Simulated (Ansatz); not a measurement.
**FeO: pressure 30 GPa**

Base system: FeO in the rock salt structure (space group Fm-3m, No. 225; a = 4.246 Å; ferromagnetic).

One thing is altered: a hydrostatic pressure of 30 GPa.

All numbers come from PBEsol (Ansatz, a program for electronic structure; PAW; 420 eV plane waves; no spin-orbit coupling). Γ-centred 19×19×19 mesh, Fermi–Dirac width 0.05 eV.

```csv
quantity,base,changed,shift
density,6.23 g/cm³,7.11 g/cm³,+0.88 g/cm³
lattice parameter a,4.246 Å,4.063 Å,-0.183 Å
shortest interatomic distance,2.123 Å,2.032 Å,-0.091 Å
enthalpy H = E + PV relative to the base's energy,–,+1.68 eV/atom,–
band gap,zero,zero,–
magnetic state,ferromagnetic,ferromagnetic,–
largest site moment,3.42 μB,3.11 μB,-0.31 μB
```

Final structure:

```xyz
2
Lattice="0.0000 2.0315 2.0315 2.0315 0.0000 2.0315 2.0315 2.0315 0.0000" Properties=species:S:1:pos:R:3 pbc="T T T"
O      0.0000     0.0000     0.0000
Fe     2.0315     2.0315     2.0315
```

Load acts through the strain it causes; cell and atoms are relaxed under it. No phonon test of stability was made. No other phases were tried under pressure. No Hubbard U is applied and the magnetic state is the run's own (FeO ferromagnetic); other magnetic orders, which need larger cells, were not tried and can change the gap. In its common phase, real FeO is an antiferromagnetic insulator at low temperature.
